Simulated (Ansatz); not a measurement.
Fluorite AuAl2 was calculated with r²SCAN+rVV10 (Ansatz, an electronic-structure program, plane waves, PAW).

Numerical settings: plane-wave cutoff 500 eV, 16×16×16 k mesh, Fermi–Dirac smearing 0.1 eV, scalar-relativistic PAW data made under PBE.

Computed at the level's own relaxed cell.

What does this level give for the equilibrium volume per atom and equilibrium lattice constant a?


equilibrium volume per atom: 17.97 Å³/atom
equilibrium lattice constant a: 5.996 Å

Spin–orbit coupling is not included; it can shift volumes and moduli of such heavy elements.
